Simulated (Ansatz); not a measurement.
For GaP (model structure, started from the WC type, P-6m2, No. 187, 2 atoms in the cell), PBEsol in Ansatz (PAW) gives:

| Quantity | Result |
|---|---|
| equilibrium lattice constant a | 3.539 Å |
| lattice parameter c | 3.139 Å |
| cohesive energy | 3.41 eV/atom |

Task: What does r²SCAN+rVV10 (Ansatz, a first-principles code, PAW) give for the same quantities?

Result: 
- lattice constant a: 3.582 Å (goes up by 1.2 %)
- lattice parameter c: 3.110 Å (shrinks by 0.9 %)
- cohesive energy: 3.16 eV/atom (shrinks by 0.25 eV/atom)

Changes are worked out from the printed values.

Unless a cell is named, each level is at its own relaxed cell (PBEsol 17.02, r²SCAN+rVV10 17.28 Å³/atom).

Ansatz's density-functional and Hartree–Fock values are scalar-relativistic unless marked +SOC, with PAW data made under PBE.

A model structure was made by putting elements into a prototype or built by hand; it is no filed structure, need not be a known phase, and can be a saddle point held by its symmetry.
